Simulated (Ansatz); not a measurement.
Start from Si in the diamond structure (space group Fd-3m, No. 227; a = 5.470 Å).

(Cell as relaxed with PBE.)

Levels (all Ansatz, a quantum-chemistry and plane-wave program, PAW, earlier PAW set): PBE (420 eV, no spin-orbit coupling); r2SCAN (500 eV, without spin-orbit coupling).

Each level relaxes its own structure.

```
base                      PBE    r2SCAN
-------------------  --------  --------
volume per atom      20.46 Å³  20.17 Å³
lattice parameter a   5.470 Å   5.444 Å
band gap              0.61 eV   0.77 eV
```

Now apply this change: holes 2.0×10^21 cm⁻³, on a uniform background at fixed cell.

```tsv
quantity	PBE	r2SCAN
gap between the host's bands	0.65 eV	(withheld)
shift of the gap caused by the change	+0.04 eV	(withheld)
```

Problem. What does r2SCAN give?

Solution. 
- gap between the host's bands, r2SCAN: 0.81 eV
- shift of the gap caused by the change, r2SCAN: +0.04 eV

PBE's gap between the host's bands lies 0.16 eV below r2SCAN's; the two agree on the shift of the gap caused by the change. Neither level is exact; r2SCAN is the comparison here, not a measurement.

Carriers are added with a uniform compensating background; total energy and stress of such cells depend on the potential's zero and are not compared; many-body gap narrowing is missing at this level. No phonon test of stability was made.
